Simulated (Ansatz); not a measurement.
Take AlRu in the CsCl type structure (space group Pm-3m, No. 221; a = 2.983 Å; relaxed with 0.1 eV smearing) as the base. Axes: x, y, z lie along the cube axes.

The values are results of r2SCAN (Ansatz, a program for electronic structure, PAW, without spin-orbit coupling), not measurements.

For the base:

| Quantity | Value |
|---|---|
| Pressure | 0.0 GPa |

One thing is altered: the cell is stretched by 1.20 % along x with no lateral relaxation; the atoms relax in the strained cell.

Problem. How does this affect the pressure?

Solution. The pressure (mean of the normal stresses, compression positive) goes from zero to -2.5 GPa.

No phonon test of stability was made. The final runs are not spin-polarised.
